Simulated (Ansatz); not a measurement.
# Effect of isotropic strain +0.23 % on Ag

Start from Ag in the fcc (Cu type) structure (space group Fm-3m, No. 225; a = 4.1052 Å).

Perturbation: every lattice vector is stretched by 0.23 %, atoms relaxed at fixed cell.

Method: r2SCAN (Ansatz, a quantum-chemistry and plane-wave program; PAW; 500 eV plane waves; no spin-orbit coupling). k-mesh 19×19×19 (Γ-centred); smearing 0.05 eV (Fermi–Dirac).

The volume per atom rises by 0.12 Å³ to 17.42 Å³ and the shortest interatomic distance increases by 0.0126 bohr to 5.498 bohr. The energy is nearly the same and the pressure goes from zero to -0.7 GPa. The band gap remains zero.

Final structure:

```
Ag
1.0
    0.00000     2.05732     2.05732
    2.05732     0.00000     2.05732
    2.05732     2.05732     0.00000
Ag
1
Direct
  0.00000   0.00000   0.00000
```

Cost of the whole job for the changed cell (relaxation, final SCF and bands): around 10 core-seconds (rough).

Stability against distortions was not tested.
